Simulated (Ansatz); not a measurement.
The parent structure is BP in the zinc blende structure (space group F-43m, No. 216; a = 4.537 Å). Axes: x, y, z lie along the cube axes.

Computed with r2SCAN in Ansatz (plane waves to 500 eV, PAW, without spin-orbit coupling).

Base values:

```
Quantity           Result
---------------  --------
Pressure         0.00 GPa
Band gap          1.41 eV
Volume per atom  11.67 Å³
```

Modification: tensile biaxial strain of 2.08 % in the plane normal to [111], as in epitaxy on a mismatched substrate; the out-of-plane cell vector and the atoms relax.

Question: Predict the new energy relative to the base.

Answer: The energy goes up by 14 meV/atom.

Question: Estimate the effect on the pressure.

Answer: The pressure (mean of the normal stresses, compression positive) goes from zero to -5.88 GPa.

Question: What happens to the band gap?

Answer: The band gap drops by 0.08 eV to 1.33 eV.

Question: Predict the new volume per atom.

Answer: The volume per atom rises by 0.45 Å³ to 12.12 Å³.

No phonon test of stability was made.

Ansatz is a first-principles code.
